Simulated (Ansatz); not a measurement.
A series of runs on Be (P6/mmm, 3 atoms in the cell)

```yaml
crystal:
  lattice:
    - [3.58163, 0.00000, 0.00000]
    - [-1.79082, 3.10179, 0.00000]
    - [0.00000, 0.00000, 2.17841]
  atoms:
    - { symbol: Be, position: [0.00000, 0.00000, 0.00000] }
    - { symbol: Be, position: [0.33333, 0.66667, 0.50000] }
    - { symbol: Be, position: [0.66667, 0.33333, 0.50000] }
```

Base run A: PBE in Ansatz (a program for electronic structure), self-consistent single point.

Its settings: kpoints.mp_grid.grid = 9 9 12; hamiltonian.xc = pbe; hamiltonian.pseudopotentials = {kind: paw} (the program's default PAW files); scf.occupations.method = fermi_dirac; scf.occupations.width = 0.1 eV.

The starting cell was generated: these elements placed on a structure prototype, without a prior relaxation; it need not be a known phase or ordering of this composition. Ansatz's pressure includes its estimate of the finite-basis (Pulay) stress.

| run | change | pressure (GPa) | valence electrons |
|---|---|---|---|
| A | base | -0.03 | 6 |
| B | hamiltonian.pseudopotentials: {kind: paw} (the program's default PAW files) → {kind: paw, source: ansatz} | -0.05 | 12 |
| C | hamiltonian.pseudopotentials: {kind: paw} (the program's default PAW files) → {kind: paw, level: accurate} | -0.05 | 12 |
| D | hamiltonian.pseudopotentials: {kind: paw} (the program's default PAW files) → {kind: nc, source: ansatz} | 0.19 | 12 |

Run D against A: The pressure goes from -0.03 to 0.19 GPa.

Run C against A: The pressure hardly changes (-0.03 to -0.05 GPa).

Left out of this page: 2 runs of the series on a method kept out of this collection.

Keys are those of Ansatz 0.2.
